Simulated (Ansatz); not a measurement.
Level of theory: PBE (plane waves to 420 eV, PAW; Ansatz, a quantum-chemistry and plane-wave program).

Electrostatic potential energy of an electron, averaged over planes parallel to the surface, in eV from the Fermi level, for Sn on the 1x1 (111) surface of fcc Ni, ferromagnetic, one in a 3x3 cell, started at the site 'hollow Ni-Ni-Ni over Ni at depth 4.0 Å':

(z (Å), V (eV)): (5.38, 5.07); (5.67, 5.07); (5.95, 5.07); (6.23, 5.07); (6.52, 5.06); (6.80, 5.05); (7.08, 5.02); (7.37, 4.97); (7.65, 4.86); (7.93, 4.64); (8.22, 4.16); (8.50, 3.17); (8.78, 1.04); (9.07, -5.01); (9.35, -14.25); (9.63, -20.23); (9.92, -18.99); (10.20, -11.39); (10.48, -3.01); (10.77, -0.51); (11.05, -4.85); (11.33, -13.80); (11.62, -20.14); (11.90, -19.53); (12.18, -12.34); (12.47, -3.65); (12.75, -0.35); (13.03, -3.58); (13.32, -12.24); (13.60, -19.47); (13.88, -20.15); (14.17, -13.84); (14.45, -4.89); (14.73, -0.46); (15.02, -2.73); (15.30, -10.98); (15.58, -18.75); (15.87, -20.32); (16.15, -14.63); (16.43, -5.46); (16.72, 0.54); (17.00, 2.01); (17.28, 2.35); (17.57, 2.83); (17.85, 3.17); (18.13, 2.94); (18.42, 2.71); (18.70, 3.15); (18.98, 3.83); (19.27, 4.17); (19.55, 4.33); (19.83, 4.41); (20.12, 4.45); (20.40, 4.47); (20.68, 4.48); (20.97, 4.49); (21.25, 4.49); (21.53, 4.49); (21.82, 4.49); (22.10, 4.49)

Slab: 37 atoms, 6.0 Å thick at the start under the adsorbate (thin: gaps and levels are the slab's own); k 5x5x1, smearing 0.1 eV, dipole-corrected; 18 atoms held, the rest relaxed; held to the start's symmetry, so lower structures may exist; spin-polarised, no spin-orbit, no U, no dispersion correction. At the end it is bonded to 3 Ni. In PBE it is, or lies within 0.03 eV of, the lowest of the starts that converged.

Task: The surface cell has an area of 48.27 Å². What dipole along the normal does the step between the two vacuum levels imply?

Result: the top vacuum level lies 0.58 eV below the bottom one; p = −ε₀ A ΔV (ε₀ = 0.005526 e/(V·Å)) gives 0.15 e·Å a cell.
